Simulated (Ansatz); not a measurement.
TiAl, pressure series

Base system: TiAl (space group P4/mmm, No. 123).

```
TiAl
1.0
    2.82408     0.00000     0.00000
    0.00000     2.82408     0.00000
    0.00000     0.00000     4.07063
Al Ti
1 1
Cartesian
  1.41204   1.41204   2.03532
  0.00000   0.00000   0.00000
```

Cell and atoms are relaxed at each pressure.

Levels (all Ansatz, a quantum-chemistry and plane-wave program, PAW, earlier PAW set): PBE (420 eV, no spin-orbit coupling); r2SCAN (500 eV, no spin-orbit coupling).

The base cell above is that of PBE; each level relaxes its own structures.

```json
[
 {"case": "pressure −2 GPa", "shortest interatomic distance, PBE": "2.841 Å", "shortest interatomic distance, r2SCAN": "2.829 Å"},
 {"case": "pressure −1 GPa", "shortest interatomic distance, PBE": "2.832 Å", "shortest interatomic distance, r2SCAN": "?"},
 {"case": "pressure 0.9 GPa", "shortest interatomic distance, PBE": "2.817 Å", "shortest interatomic distance, r2SCAN": "2.806 Å"},
 {"case": "pressure 2.1 GPa", "shortest interatomic distance, PBE": "2.808 Å", "shortest interatomic distance, r2SCAN": "2.797 Å"},
 {"case": "pressure 4.5 GPa", "shortest interatomic distance, PBE": "2.790 Å", "shortest interatomic distance, r2SCAN": "?"},
 {"case": "pressure 9 GPa", "shortest interatomic distance, PBE": "2.760 Å", "shortest interatomic distance, r2SCAN": "2.753 Å"},
 {"case": "pressure 15 GPa", "shortest interatomic distance, PBE": "2.726 Å", "shortest interatomic distance, r2SCAN": "2.719 Å"},
 {"case": "pressure 22.5 GPa", "shortest interatomic distance, PBE": "2.688 Å", "shortest interatomic distance, r2SCAN": "?"},
 {"case": "pressure 30 GPa", "shortest interatomic distance, PBE": "2.657 Å", "shortest interatomic distance, r2SCAN": "?"}
]
```

### Question
Complete the table.

### Answer

- pressure −1 GPa, shortest interatomic distance, r2SCAN: 2.821 Å
- pressure 4.5 GPa, shortest interatomic distance, r2SCAN: 2.781 Å
- pressure 22.5 GPa, shortest interatomic distance, r2SCAN: 2.683 Å
- pressure 30 GPa, shortest interatomic distance, r2SCAN: 2.651 Å

PBE lies above r2SCAN in every row, by 0.006 Å to 0.012 Å. They put the cases in the same order.

Load acts through the strain it causes; cell and atoms are relaxed under it. Whether these cells are dynamically stable was not tested. Competing high-pressure phases were not computed. All final runs are without spin polarisation.
